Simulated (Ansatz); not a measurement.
GaSb, element substitutions

Consider GaSb in the zinc blende structure (space group F-43m, No. 216).

```
GaSb
1.0
    0.00000     3.05600     3.05600
    3.05600     0.00000     3.05600
    3.05600     3.05600     0.00000
Sb Ga
1 1
Direct
  0.75000   0.75000   0.75000
  0.00000   0.00000   0.00000
```

Each row replaces one element on all its sites; cell and atoms are relaxed.

Method: PBEsol, PAW, 420 eV (Ansatz, a first-principles code; without spin-orbit coupling), earlier PAW set.

```json
[
 {"case": "base", "band gap": "zero", "density": "5.57 g/cm³", "shortest interatomic distance": "264.7 pm"},
 {"case": "Sb → Al", "band gap": "zero", "density": "3.23 g/cm³", "shortest interatomic distance": "252.7 pm"},
 {"case": "Sb → Sn", "band gap": "zero", "density": "5.43 g/cm³", "shortest interatomic distance": "265.4 pm"},
 {"case": "Sb → N", "band gap": "1.70 eV", "density": "6.11 g/cm³", "shortest interatomic distance": "194.8 pm"},
 {"case": "Ga → V", "band gap": "zero", "density": "5.11 g/cm³", "shortest interatomic distance": "263.2 pm"}
]
```

Other magnetic orders, which the real material may have, were not ruled out. With Sb present, leaving out spin-orbit coupling can change the band edges. Whether these cells are dynamically stable was not tested. As relaxed here, AlGa, GaSn and VSb are hypothetical phases, not in the database extracts checked. Spin-polarised in the final run: VSb; the other runs are not. Gaps under 0.05 eV, about the width of the smearing, are given as zero. This is not the structure that GaN has at room temperature and ambient pressure. The zero or small gap of GaSb can change with the level of theory.
